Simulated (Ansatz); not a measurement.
By PBEsol, the system below comes out a metal.

Without scattering a metal conducts by its projected Fermi surface.

Consider the following.

```
CELL_PARAMETERS angstrom
      3.26257     0.00000     0.00000
     -1.63129     4.24115     0.00000
      1.63129     0.00000     4.24115
ATOMIC_POSITIONS crystal
  Sn 0.75000 0.50000 0.50000
  Sn 0.00000 0.00000 0.00000
```

Space group of this cell: I4_1/amd. The cell is strained (all lengths scaled by 1.02); by PBEsol its mean pressure is -4.0 GPa.

The current flows along the normal of the first two printed cell vectors, the (110) plane of the conventional cell. No spin-orbit coupling; the value is a mean over 0.1 eV about the Fermi level.

Q: Estimate the ballistic conductance per area that PBEsol (Ansatz, a first-principles code) returns for this system.

A: 0.94 × 10¹⁵ S/m² for both spins.
